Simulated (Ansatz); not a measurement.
**How the lattice constant a of NbSi (model structure, from the CsCl type, Pm-3m, No. 221) moves with the method**

No measured value is used here.

### Question
Put these levels in order of the lattice constant a that they give for NbSi (model structure, from the CsCl type, Pm-3m, No. 221), smallest first: PBE (Ansatz, a quantum-chemistry and plane-wave program), PBE-D3(BJ) (Ansatz), PBEsol (Ansatz).

### Answer
PBE-D3(BJ) (3.118 Å), PBEsol (3.128 Å), PBE (3.157 Å)

Ansatz's density-functional and Hartree–Fock values are scalar-relativistic unless marked +SOC, with PAW data made under PBE.

A model structure was made by putting elements into a prototype or built by hand; it is no filed structure, need not be a known phase, and can be a saddle point held by its symmetry.
